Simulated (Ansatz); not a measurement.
Start from CdSe in the zinc blende structure (space group F-43m, No. 216; a = 6.133 Å). Axes: x, y, z lie along the cube axes.

Structures relaxed with Ansatz (an electronic-structure program), r2SCAN, PAW, cutoff 500 eV, no SOC.

Base:

Simulated powder pattern, Cu Kα, λ = 1.54184 Å (kinematic, ideal powder, no thermal factors, no anomalous dispersion; the 10 strongest lines at most, above 2 %, up to 2θ = 90°):

```
2θ (°)  I/Imax (%)    hkl
------  ----------  -----
25.15          100  (111)
29.12          3.2  (200)
41.65           74  (220)
49.28           46  (311)
60.37           12  (400)
66.45           18  (331)
76.02           24  (422)
81.56           14  (333)
```

After one change:

Simulated powder pattern, Cu Kα, λ = 1.54184 Å (kinematic, ideal powder, no thermal factors, no anomalous dispersion; the 10 strongest lines at most, above 2 %, up to 2θ = 90°):

| 2θ (°) | I/Imax (%) |
|---|---|
| 25.06 | 100 |
| 25.24 | 34 |
| 41.47 | 50 |
| 41.70 | 49 |
| 49.07 | 16 |
| 49.17 | 32 |
| 49.37 | 15 |
| 60.27 | 16 |
| 66.14 | 12 |
| 75.80 | 16 |

Question: Which change produced these results?
A) biaxial strain +1.67 %, plane normal [111], relaxed out of plane
B) biaxial strain +0.83 %, plane normal [111], relaxed out of plane
C) biaxial strain +2.08 %, plane normal [111], relaxed out of plane
D) biaxial strain +0.42 %, plane normal [111], relaxed out of plane

Answer: D, biaxial strain +0.42 %, plane normal [111], relaxed out of plane. Its volume per atom is 28.97 Å³ against 28.84 Å³, and its space group is R3m (No. 160).

Stability against distortions was not tested.
